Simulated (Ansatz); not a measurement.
Input and output of a zone-centre phonon calculation for Cu3Pd (Pm-3m, 4 atoms in the cell) (Ansatz, a program for electronic structure).

Method: LDA (PW92), default PAW files made with PBE (plane waves; Ansatz).

```yaml
crystal:
  lattice:
    - [3.68295, 0.00000, 0.00000]
    - [0.00000, 3.68295, 0.00000]
    - [0.00000, 0.00000, 3.68295]
  atoms:
    - { symbol: Cu, position: [0.00000, 0.50000, 0.50000] }
    - { symbol: Cu, position: [0.50000, 0.00000, 0.50000] }
    - { symbol: Cu, position: [0.50000, 0.50000, 0.00000] }
    - { symbol: Pd, position: [0.00000, 0.00000, 0.00000] }
```

Reference input (self-consistent single point, DFT, LDA (PW92), plane waves, default PAW files made with PBE): basis.ecutwfc = 420 eV; kpoints.mp_grid.grid = 9 9 9; hamiltonian.xc = lda; hamiltonian.pseudopotentials = {kind: paw} (the program's default PAW files); scf.occupations.method = fermi_dirac; scf.occupations.width = 0.1 eV. This run's input differs from it in these lines:

```diff
@@ -19,6 +19,5 @@
   occupations: { method: fermi_dirac, width: 0.1 }
-output:
-  forces: true
-  eigenvalues: true
-  stress: true
+  convergence: { dr2_threshold: 1.0e-09 eV }
+phonons:
+  method: dfpt
```

The program printed (abridged):

```
SCF iter   1: F=—  HF=-26512.074043 eV  |F-HF|=—  |Δ(HF+E_count)|=         —  Δρ=2.02e-2  dr2=1.01e-1  ethr=1.77e-3  ⟨swp⟩=5.7  Hψ=21076  notcnv=0  defer=51
all-band conjugate gradients solve this SCF's bands
preconditioner: auto → Kerker (q_TF=auto, 2.919 Å⁻¹)
SCF iter   2: F=—  HF=-26512.049011 eV  |F-HF|=—  |Δ(HF+E_count)|=   2.50e-2  Δρ=3.86e-3  dr2=7.62e-3  ethr=1.34e-4  ⟨swp⟩=2.0  Hψ=9888  notcnv=0  defer=182
   [... lines left out ...]
SCF iter   6: F=—  HF=-26512.047049 eV  |F-HF|=—  |Δ(HF+E_count)|=   6.17e-6  Δρ=5.37e-5  dr2=2.35e-6  ethr=2.22e-8  ⟨swp⟩=2.7  Hψ=9542  notcnv=0  defer=183
SCF iter   7: F=—  HF=-26512.047044 eV  |F-HF|=—  |Δ(HF+E_count)|=   4.51e-6  Δρ=1.50e-5  dr2=1.48e-7  ethr=3.14e-9  ⟨swp⟩=2.1  Hψ=7693  notcnv=0  defer=183
SCF iter   8: F=—  HF=-26512.047044 eV  |F-HF|=—  |Δ(HF+E_count)|=   4.69e-8  Δρ=3.93e-6  dr2=1.31e-8  ethr=1.97e-10  ⟨swp⟩=2.1  Hψ=7359  notcnv=0  defer=183
SCF iter   9: F=-26512.047044 eV  HF=-26512.047044 eV  |F-HF|=2.58e-10  |Δ(HF+E_count)|=   4.28e-9  Δρ=1.05e-6  dr2=5.42e-10  ethr=1.33e-12  ⟨swp⟩=9.1  Hψ=34126  notcnv=0
SCF 1 converged in 9 iterations: F = -26512.047044 eV  dr2 = 5.42e-10
DFPT response loops at Γ: preconditioner auto → Kerker (q_TF=auto, 2.919 Å⁻¹) (partly filled bands, converged f_vac=0.000) …
Free energy (F): -26512.047044 eV
Internal energy: -26511.997662 eV  (E = F + TS)
E sigma→0 (E₀):  -26512.022353 eV
Entropy (-TS):   -0.049382 eV (-12.346 meV/atom)
Fermi energy:    17.207575 eV
--- Phonons (Γ-DFPT): 3 representative perturbations + reference, on 125 of 729 k-points (Σ response iterations 15) ---
  k mesh reduced under 8 symmetry operations, with k and −k counted as one. Each operation leaves every solved displacement unchanged or reverses it
  ASR residual: 6.189e-4 → 0.000e0 eV/Å²; symmetrization residual: 1.552e-6 eV/Å²
  ASR residual per site (eV/Å²): 6.19e-4 6.19e-4 6.19e-4 5.78e-4
  Γ frequencies (cm⁻¹): 0.00 0.00 0.00 136.08 136.08 136.08 165.89 165.89 165.89 225.13 225.13 225.13
  non-analytic LO–TO correction: not included (Born effective charges unavailable; polar crystals: no LO–TO splitting at Γ)
```

The run converged in 9 iterations. 

Summary of the result:
```
Item                                                                                                     Value
--------------------------------------------------------  ----------------------------------------------------
Free energy E − TS (on the zero of these files)                                                 -26512.0470 eV
Fermi level (on the code's own zero)                                                                  17.21 eV
Zone-centre frequencies (cm⁻¹; negative means imaginary)  0, 0, 0, 136, 136, 136, 166, 166, 166, 225, 225, 225
```

The starting cell comes from a database of computed structures (which also holds hypothetical and non-ambient phases and stackings), without a prior relaxation at this level. Its lattice was rescaled by up to half a per cent. Spin polarisation is off.

Cost on one core of a shared machine: roughly 2 min.

Keys are those of Ansatz 0.2.
